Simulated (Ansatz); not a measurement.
**LiF in the rock salt structure (space group Fm-3m, No. 225)**

```cif
data_F4Li4
_chemical_formula_sum 'Li4 F4'
_space_group_name_H-M_alt 'Fm-3m'
_space_group_IT_number 225
_space_group_name_Hall '-F 4 2 3'
_cell_length_a 4.00785
_cell_length_b 4.00785
_cell_length_c 4.00785
_cell_angle_alpha 90.000
_cell_angle_beta 90.000
_cell_angle_gamma 90.000
loop_
_atom_site_label
_atom_site_type_symbol
_atom_site_symmetry_multiplicity
_atom_site_Wyckoff_symbol
_atom_site_fract_x
_atom_site_fract_y
_atom_site_fract_z
_atom_site_occupancy
Li1 Li 4 a 0.00000 0.00000 0.00000 1
F1 F 4 b 0.50000 0.50000 0.50000 1
```
(The calculation used a cell of 2 atoms; values per cell refer to that cell.)

Level of theory: PBEsol in Ansatz (plane waves to 420 eV, PAW, no SOC). Γ-centred 14×14×14 mesh, Fermi–Dirac width 0.05 eV.

```yaml
volume_per_atom: 8.05 Å³
density: 2.68 g/cm³
band_gap: 9.05 eV, direct at Γ
electron_mass: 0.88 mₑ
Lowest conduction-band minima above the VBM: Γ 9.05 eV
total_energy: -503.278 eV/atom (σ→0; compares only within this code and set-up)
```

Effective masses come from finite differences of ±0.01 Å⁻¹. No phonon test of stability was made.

Ansatz is an electronic-structure program.
